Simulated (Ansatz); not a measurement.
The cell is built on a prototype and need not be the phase stable at ambient conditions.

The decay constant κ of evanescent states in the gap governs leakage through a thin film.

Input:

```
CELL_PARAMETERS angstrom
      5.93458     0.00000     0.00000
     -2.96729     5.13949     0.00000
      2.96729     1.71316     4.84556
ATOMIC_POSITIONS crystal
  Zn 0.75000 0.87500 0.37500
  Zn 0.25000 0.87500 0.87500
  Zn 0.25000 0.37500 0.87500
  Zn 0.75000 0.87500 0.87500
  Ge 0.50000 0.25000 0.25000
  Ge 0.00000 0.50000 0.50000
  O  0.24775 0.62388 0.12837
  O  0.75225 0.62388 0.62388
  O  0.75225 0.12837 0.62388
  O  0.24775 0.62388 0.62388
  O  0.25225 0.12612 0.62163
  O  0.74775 0.12612 0.12612
  O  0.74775 0.62163 0.12612
  O  0.25225 0.12612 0.12612
```

Space group of this cell: Fd-3m, spinel. The cell was relaxed by PBE-D3(BJ); by r2SCAN its mean pressure is -4.6 GPa.

Transport runs along the normal of the first two printed cell vectors.

The gap is the functional's own. No spin-orbit coupling. Mid-gap values are interpolated on the energy grid.

Question: Compute, with r2SCAN (Ansatz, an electronic-structure program), the band gap and the smallest decay constant κ at mid-gap.

Answer: Gap 2.01 eV on a 8×8×8 mesh; κ = 0.209 1/Å, at the zone centre.
